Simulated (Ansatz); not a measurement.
An Ansatz (an electronic-structure program) input (PBE (Ansatz, PAW, without spin-orbit coupling), earlier PAW set):

Ansatz 0.2 input:
```yaml
crystal:
  lattice:
    - [0, 3.8027904477, 3.8027904477]
    - [3.8027904477, 0, 3.8027904477]
    - [3.8027904477, 3.8027904477, 0]
  atoms:
    - { symbol: I, position: [0.25, 0.25, 0.25] }
    - { symbol: Pb, position: [0, 0, 0] }
basis: { ecutwfc: 420, ecutrho_ratio: 4, xc_grid: 2, fft_grid_basis: typed }
kpoints: { mp_grid: { grid: [11, 11, 11] } }
hamiltonian:
  xc: pbe
  dispersion: none
  pseudopotentials: { azcp: { folder: ./paw }, kind: paw }
scf: { occupations: { method: fermi_dirac, width: 0.05 }, convergence: { dr2_threshold: 0.0000000002 } }
output: { forces: true, stress: true }
checkpoint: { write: state.ck, write_every: 1000 }
```

Which symmetry and how many k-points will the program report, and about how many plane waves at Γ?

Space group F-43m (ITA 216) with 24 operations, k-points 56 of 1331, and 2109 plane waves at Γ.

Whether these cells are dynamically stable was not tested. The final runs are not spin-polarised. An odd electron count without spin: PbI. The cell was made from CuI by this change: Cu → Pb; the result is a hypothetical phase, not in the database extracts checked.
